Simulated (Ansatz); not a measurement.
The structure below was relaxed with Ansatz (a quantum-chemistry and plane-wave program) PBEsol, spin-orbit coupling left out.

Space group P6₃/mmc (No. 194); a = 3.6412 Å, b = 3.6412 Å, c = 6.0019 Å, α = 90.00°, β = 90.00°, γ = 120.00°

| atom | site | symmetry | x | y | z |
|---|---|---|---|---|---|
| La | 2d | -6m2 | 0.6667 | 0.3333 | 0.2500 |

Task: Write out a cell with all atoms.

Result: 
```cif
data_La2
_chemical_formula_sum 'La2'
_space_group_name_H-M_alt 'P 1'
_space_group_IT_number 1
_cell_length_a 3.64121
_cell_length_b 3.64121
_cell_length_c 6.00192
_cell_angle_alpha 90.000
_cell_angle_beta 90.000
_cell_angle_gamma 120.000
loop_
_space_group_symop_operation_xyz
  'x, y, z'
loop_
_atom_site_label
_atom_site_type_symbol
_atom_site_fract_x
_atom_site_fract_y
_atom_site_fract_z
_atom_site_occupancy
La1 La 0.33333 0.66667 0.75000 1
La2 La 0.66667 0.33333 0.25000 1
```
This is the conventional cell.

No phonon test of stability was made. The cell was made from Tb by this change: Tb → La.
